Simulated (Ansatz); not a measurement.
## InAs: response to strain

Consider InAs in the zinc blende structure (space group F-43m, No. 216; a = 6.110 Å).

Strains are applied to the cell and any free atomic positions relax.

Method: plane-wave PAW DFT at the r2SCAN level (Ansatz, an electronic-structure program, 500 eV), no spin-orbit coupling.

| isotropic strain (%) | pressure (GPa) |
|---|---|
| 0 | 0.0 |
| 0.5 | -0.8 |
| 1 | -1.6 |
| 1.5 | -2.3 |
| 2 | ? |
| 2.5 | -3.6 |
| 3 | -4.1 |

Task: Fit P = P₀ − Bδ + Cδ² with δ = (1 + ε)³ − 1 to the rows shown and predict the withheld row.

Result: Least squares on the printed values gives P₀ = 0.0 GPa, B = 57.0 GPa, C = 135 GPa (largest residual 0.0 GPa); this predicts -3.0 GPa, and the run gives -3.0 GPa, in agreement.

A case with no gap was solved on a k-mesh chosen for an insulator, which is coarse for it. Whether these cells are dynamically stable was not tested. The final runs are not spin-polarised.
